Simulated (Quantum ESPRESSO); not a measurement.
## One base run on Hf5Al3N (P6_3/mcm, 18 atoms in the cell) and variants with one or two settings moved

```
Hf5Al3N
1.0
    8.10263     0.00000     0.00000
   -4.05132     7.01709     0.00000
    0.00000     0.00000     5.67543
Hf Al N
10 6 2
Cartesian
  0.00000   4.67806   2.83771
  4.05132   2.33903   2.83771
  4.05132   2.33903   0.00000
  0.00000   4.67806   0.00000
 -3.14325   5.44428   4.25657
 -0.90806   1.57281   1.41886
  1.81612   0.00000   1.41886
  6.28651   0.00000   4.25657
  0.90806   1.57281   4.25657
  3.14325   5.44428   1.41886
 -1.63418   2.83048   4.25657
 -2.41714   4.18660   1.41886
  4.83427   0.00000   1.41886
  3.26836   0.00000   4.25657
  2.41714   4.18660   4.25657
  1.63418   2.83048   1.41886
  0.00000   0.00000   2.83771
  0.00000   0.00000   0.00000
```

Base run A: LDA (PZ), GBRV 1.5 ultrasoft (LDA) pseudopotentials (Quantum ESPRESSO 7.5), self-consistent single point.

Its settings: ecutwfc = 40 Ry; ecutrho = 320 Ry; occupations = smearing; smearing = marzari-vanderbilt; degauss = 0.0099958 Ry; potentials = {Hf: hf_lda_v1.uspp.F.UPF, Al: al_lda_v1.uspp.F.UPF, N: n_lda_v1.2.uspp.F.UPF}; K_POINTS = automatic 4 4 5 0 0 0; conv_thr = 1e-10 Ry; mixing_beta = 0.4.

The starting cell comes from a database of computed structures (which also holds hypothetical and non-ambient phases and stackings), without a prior relaxation at this level. Its lattice was rescaled by a random factor within 2.5 % of one. In the base run, with a pressure of about -9 GPa the cell is away from its equilibrium volume at this level.

ΔF is the free energy per atom less that of run A. 

Run A gave: pressure (GPa) -8.68; largest force (eV/Å) 0.454; k-points 12.

Runs:
- B: conv_thr: 1e-10 Ry → 7.3e-05 Ry
- C: smearing: marzari-vanderbilt → gaussian; degauss: 0.0099958 Ry → 0.0036749 Ry
- D: K_POINTS: automatic 4 4 5 0 0 0 → automatic 3 3 3 0 0 0
- E: degauss: 0.0099958 Ry → 0.0073499 Ry; K_POINTS: automatic 4 4 5 0 0 0 → automatic 5 5 6 0 0 0
- F: mixing_beta: 0.4 → 0.2; mixing_mode: default → TF
- G: conv_thr: 1e-10 Ry → 1e-07 Ry

What does run B change against A?

The free energy stays essentially unchanged (within 1 meV/atom), the pressure hardly changes (-8.68 to -8.76 GPa) and the largest force goes from 0.454 to 0.385 eV/Å.

| run | ΔF (meV/atom) | pressure (GPa) | largest force (eV/Å) | k-points |
|---|---|---|---|---|
| A | 0.00 | -8.68 | 0.454 | 12 |
| B | 0.03 | -8.76 | 0.385 | 12 |
| C | -0.72 | -8.65 | 0.445 | 12 |
| D | -2.8 | -8.79 | 0.370 | 6 |
| E | 0.40 | -8.66 | 0.428 | 20 |
| F | 0.00 | -8.68 | 0.454 | 12 |
| G | 0.00 | -8.68 | 0.451 | 12 |
